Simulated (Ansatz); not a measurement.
Electronic density of states of amorphous Ru₂₄Al₂₄, density 7.18 g/cm³, on a 2×2×2 Γ-centred mesh with a Gaussian width of 0.1 eV; energies count from the Fermi level. Cell and mesh are small, so fine structure isn't converged. Calculation: PBE, scalar-relativistic without spin-orbit coupling (plane waves to 420 eV, PAW; Ansatz, an electronic-structure program). Sampling: a 2×2×2 Γ-centred mesh; Fermi-Dirac width 0.1 eV; no spin polarisation.

It comes from a melt-quench run on a machine-learned potential (CHGNet), relaxed afterwards by DFT. The hot cell started wider than the set density and was brought back towards it in steps. It is the lowest in DFT energy of 2 quenches. It is a model cell: composition and starting density were chosen by hand, and all elements were melted together. No dispersion term was used. Its density started from a set value of 6.90 and ended at 7.18 g/cm³. The simulated quench (nominally 230 K/ps over its main leg) is rapid and tends to freeze in more defects than a deposited or slowly cooled glass has. A cell of this size samples the disorder only roughly. The volume was free in the relaxation, at fixed shape. Stress components on the final sampling reach 1.7 GPa. On a 2×2×2 Γ-centred mesh force components of up to 0.21 eV/Å stay, since the relaxation ran on one k-point at (1/4, 1/4, 1/4).

| E - EF (eV) | states/(eV atom) |
|---|---|
| -12.00 | 0.00 |
| -11.90 | 0.00 |
| -11.80 | 0.00 |
| -11.70 | 0.00 |
| -11.60 | 0.00 |
| -11.50 | 0.00 |
| -11.40 | 0.00 |
| -11.30 | 0.00 |
| -11.20 | 0.00 |
| -11.10 | 0.00 |
| -11.00 | 0.00 |
| -10.90 | 0.00 |
| -10.80 | 0.00 |
| -10.70 | 0.00 |
| -10.60 | 0.00 |
| -10.50 | 0.00 |
| -10.40 | 0.00 |
| -10.30 | 0.00 |
| -10.20 | 0.00 |
| -10.10 | 0.00 |
| -10.00 | 0.00 |
| -9.90 | 0.00 |
| -9.80 | 0.00 |
| -9.70 | 0.01 |
| -9.60 | 0.03 |
| -9.50 | 0.01 |
| -9.40 | 0.00 |
| -9.30 | 0.03 |
| -9.20 | 0.08 |
| -9.10 | 0.11 |
| -9.00 | 0.07 |
| -8.90 | 0.07 |
| -8.80 | 0.14 |
| -8.70 | 0.13 |
| -8.60 | 0.11 |
| -8.50 | 0.15 |
| -8.40 | 0.14 |
| -8.30 | 0.09 |
| -8.20 | 0.05 |
| -8.10 | 0.06 |
| -8.00 | 0.08 |
| -7.90 | 0.11 |
| -7.80 | 0.16 |
| -7.70 | 0.14 |
| -7.60 | 0.15 |
| -7.50 | 0.20 |
| -7.40 | 0.23 |
| -7.30 | 0.25 |
| -7.20 | 0.29 |
| -7.10 | 0.29 |
| -7.00 | 0.30 |
| -6.90 | 0.26 |
| -6.80 | 0.21 |
| -6.70 | 0.16 |
| -6.60 | 0.08 |
| -6.50 | 0.15 |
| -6.40 | 0.23 |
| -6.30 | 0.26 |
| -6.20 | 0.27 |
| -6.10 | 0.34 |
| -6.00 | 0.40 |
| -5.90 | 0.41 |
| -5.80 | 0.43 |
| -5.70 | 0.48 |
| -5.60 | 0.41 |
| -5.50 | 0.37 |
| -5.40 | 0.40 |
| -5.30 | 0.37 |
| -5.20 | 0.30 |
| -5.10 | 0.30 |
| -5.00 | 0.33 |
| -4.90 | 0.37 |
| -4.80 | 0.42 |
| -4.70 | 0.48 |
| -4.60 | 0.51 |
| -4.50 | 0.54 |
| -4.40 | 0.64 |
| -4.30 | 0.77 |
| -4.20 | 0.80 |
| -4.10 | 0.77 |
| -4.00 | 0.77 |
| -3.90 | 0.85 |
| -3.80 | 0.90 |
| -3.70 | 0.98 |
| -3.60 | 0.96 |
| -3.50 | 0.96 |
| -3.40 | 1.04 |
| -3.30 | 1.03 |
| -3.20 | 1.02 |
| -3.10 | 1.09 |
| -3.00 | 1.14 |
| -2.90 | 1.12 |
| -2.80 | 1.10 |
| -2.70 | 1.07 |
| -2.60 | 1.03 |
| -2.50 | 1.11 |
| -2.40 | 1.11 |
| -2.30 | 1.08 |
| -2.20 | 1.11 |
| -2.10 | 1.05 |
| -2.00 | 1.03 |
| -1.90 | 1.01 |
| -1.80 | 1.00 |
| -1.70 | 0.99 |
| -1.60 | 0.99 |
| -1.50 | 0.98 |
| -1.40 | 1.01 |
| -1.30 | 1.02 |
| -1.20 | 1.07 |
| -1.10 | 1.00 |
| -1.00 | 0.91 |
| -0.90 | 0.95 |
| -0.80 | 0.99 |
| -0.70 | 0.94 |
| -0.60 | 0.89 |
| -0.50 | 0.86 |
| -0.40 | 0.93 |
| -0.30 | 0.95 |
| -0.20 | 0.89 |
| -0.10 | 0.85 |
| 0.00 | 0.69 |
| 0.10 | 0.63 |
| 0.20 | 0.71 |
| 0.30 | 0.68 |
| 0.40 | 0.61 |
| 0.50 | 0.60 |
| 0.60 | 0.57 |
| 0.70 | 0.60 |
| 0.80 | 0.57 |
| 0.90 | 0.51 |
| 1.00 | 0.57 |
| 1.10 | 0.56 |
| 1.20 | 0.47 |
| 1.30 | 0.44 |
| 1.40 | 0.44 |
| 1.50 | 0.45 |
| 1.60 | 0.46 |
| 1.70 | 0.45 |
| 1.80 | 0.38 |
| 1.90 | 0.34 |
| 2.00 | 0.43 |
| 2.10 | 0.43 |
| 2.20 | 0.39 |
| 2.30 | 0.39 |
| 2.40 | 0.37 |
| 2.50 | 0.34 |
| 2.60 | 0.36 |
| 2.70 | 0.39 |
| 2.80 | 0.39 |
| 2.90 | 0.27 |
| 3.00 | 0.24 |
| 3.10 | 0.33 |
